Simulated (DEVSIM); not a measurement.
## Si p-i-n diode

System: Si p-i-n diode, at 300 K.

```
layer (left to right)  material  thickness (μm)  Nd (cm⁻³)  Na (cm⁻³)  τn (s)  τp (s)
---------------------  --------  --------------  ---------  ---------  ------  ------
1                            Si           0.290          -     1.3e19  4.9e-7  4.9e-7
2                            Si            1.40     1.8e13          -  4.9e-7  4.9e-7
3                            Si            3.00     1.2e17          -  4.9e-7  4.9e-7
```

Left contact: ohmic. Right contact: ohmic. Voltage is applied to the left contact. Recombination: SRH at mid-gap, Auger. Mobility is constant in doping.

The device is made up for the run: typed textbook-type constants, with dimensions and the other settings drawn at random. Values at 300 K.

```
parameter           Si
-------------  -------
gap (eV)         1.124
affinity (eV)     4.05
permittivity      11.7
Nc (cm⁻³)      2.86e19
Nv (cm⁻³)       3.1e19
μn (cm²/Vs)       1417
μp (cm²/Vs)        470
Cn (cm⁶/s)     2.8e-31
Cp (cm⁶/s)     9.9e-32
```

Model (solved in DEVSIM): 1D drift-diffusion, Boltzmann statistics, complete ionisation; no tunnelling, impact ionisation, image-force lowering or self-heating.

```json
{
 "potential_step_across_the_device_at_zero_bias": "0.960 V",
 "Dark forward voltage at 1 A/cm²": "0.658 V",
 "Dark forward voltage at 100 A/cm²": "0.783 V"
}
```

Dark forward current:

(V (V), J (A/cm²)): (0.05, 5.6e-8); (0.10, 2.1e-7); (0.20, 2.0e-6); (0.25, 6.2e-6); (0.30, 2.0e-5); (0.40, 0.00025); (0.45, 0.0010); (0.50, 0.0045); (0.55, 0.022); (0.65, 0.74); (0.70, 4.7); (0.75, 30); (0.85, 910); (0.90, 3500)

Small-signal capacitance in reverse bias (quasi-static):

```csv
V (V),C (nF/cm²)
-0.4,7.94
-1,7.68
-2,7.51
-3,7.42
-4,7.37
-6,7.31
-8,7.25
-10,7.21
-13,7.15
-16,7.09
-20,7.01
```
